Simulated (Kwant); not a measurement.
System: wire with a row of barriers in a Ge (holes) two-dimensional gas. Effective mass 0.06 mₑ, grid spacing 2.5 nm, hard walls, nominal width 60 nm (23 grid rows, so walls 60 nm apart), one parabolic valley, scattering region 250 nm long along x; energies count from the band bottom; Fermi energy swept from 0.0013927 to 0.016538 eV. 4 barrier(s) across the wire, height 0.09 eV, thickness 10 nm (about 4 grid columns), spaced by 30 nm.

Constants are typed, rounded textbook-type inputs, not results; the design itself was drawn at random and stands for no fabricated device.

Kwant, effective-mass tight-binding model on a square grid, one spin, coherent transport at 0 K. Conductance is in e²/h.

Problem. How many channels do the leads carry at E = 9.01, 9.87, 12.5 meV?

Solution. The hard-wall thresholds are n² ħ²π²/(2mW²) = n² × 1.74 meV with W = 60 nm. √(9.01/1.74) = 2.28, so 2. √(9.87/1.74) = 2.38, so 2. √(12.5/1.74) = 2.68, so 2.
